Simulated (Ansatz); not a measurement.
# Habitual settings against a tight run: Fe₃Ge (P6_3/mmc, 8 atoms in the cell)

Self-consistent single point.

```
Fe3Ge
1.0
    5.06886     0.00000     0.00000
   -2.53443     4.38976     0.00000
    0.00000     0.00000     4.13589
Fe Ge
6 2
Cartesian
  2.53443   2.97666   1.03397
  0.00000   1.41311   3.10192
 -1.31064   3.68321   3.10192
  3.84508   0.70655   1.03397
  1.22379   0.70655   1.03397
  1.31064   3.68321   3.10192
  0.00000   2.92651   1.03397
  2.53443   1.46325   3.10192
```
Moments meant for the start (each program seeds them in its own way; μB, in the order of the atoms Fe Fe Fe Fe Fe Fe Ge Ge): 4.0 4.0 4.0 4.0 4.0 4.0 0.0 0.0.

Computed with PBEsol, PAW files made with PBE (plane waves; Ansatz, an electronic-structure program).

Base settings: basis.ecutwfc = 420 eV; kpoints.mp_grid.grid = 5 5 6; hamiltonian.xc = pbesol; hamiltonian.pseudopotentials = {kind: paw} (the program's default PAW files); magnetization.spin_polarized = true; scf.occupations.method = fermi_dirac; scf.occupations.width = 0.1 eV.

Tight run (finer mesh or higher cutoff; not a proven limit): basis.ecutwfc: 420 eV → 590 eV; kpoints.mp_grid.grid: 5 5 6 → 7 7 9; scf.convergence.dr2_threshold: default (1e-07 eV) → 1e-09 eV. It gave Fermi level (on the code's own zero) 18.82 eV; pressure -0.83 GPa; largest force (vector length) 0.212 eV/Å; size of the cell's spin moment 12.10 μB.

Quick runs, as changes from the base:
- A: the base itself
- B: basis.ecutwfc: 420 eV → 335 eV; kpoints.mp_grid.grid: 5 5 6 → 2 2 2

Energies are extrapolated to zero smearing width, which holds to low order in the width alone.

The count of work is k-points × plane waves × bands × iterations; it is no time. 

Pressures in the table are Ansatz's without its Pulay estimate, at a fixed set of plane waves; the tight run's value above holds the estimate.

The starting cell comes from a database of computed structures (which also holds hypothetical and non-ambient phases and stackings), without a prior relaxation at this level. Its lattice was rescaled by a random factor within 2.5 % of one. The magnetic order is the one reached from the typed start; others were not searched systematically.

| run | energy less tight (meV/atom) | pressure less tight (GPa) | largest miss in a force vector (eV/Å) | size of the net moment less tight (μB/atom) | count of work / tight |
|---|---|---|---|---|---|
| A | 3.4 | -0.17 | 0.006 | -0.01 | 0.25 |
| B | 70.0 | -4.11 | 0.221 | 0.04 | 0.038 |

Among the runs at the tight run's level, the energy misses run from 3.4 to 70.0 meV/atom.

Left out of this page: 1 run of the series unsound by tests on forces, stress, charge or solver warnings; 1 run of the series outside the window shown, repeating another row's setting, or not comparable; 2 runs of the series with a known weakness of the program.

Keys are those of Ansatz 0.2.
